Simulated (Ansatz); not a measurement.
# Fermi-surface data of Ir (Fm-3m)

```
Ir
1.0
    0.00000     1.91113     1.91113
    1.91113     0.00000     1.91113
    1.91113     1.91113     0.00000
Ir
1
Cartesian
  0.00000   0.00000   0.00000
```

Calculation: PBEsol, rigid bands (plane waves, PAW, scalar-relativistic; Ansatz, a quantum-chemistry and plane-wave program). Condition of this run: hydrostatic pressure 2 GPa (the target of the relaxation). Cell: cell and atoms relaxed with PBEsol, then loaded as said.

```yaml
density of states at the Fermi level: 0.876 states/(eV·cell), both spins
bare Sommerfeld coefficient: 2.1 mJ/(mol of atoms·K²)
drude_plasma_energy: 10.8 eV
root-mean-square Fermi velocity: 8.4e5 m/s
resistivity times τ: 4.2 ×10⁻²² Ω·m·s
resistivity_times_mean_free_path: 3.7 ×10⁻¹⁶ Ω·m²
```

A metal at this level (no band gap); rigid bands, thermally averaged at 300 K, both spins. Spin-orbit coupling is left out, which matters with elements this heavy. τ is one relaxation time for all states; the product of resistivity and mean free path takes one path for all states instead.
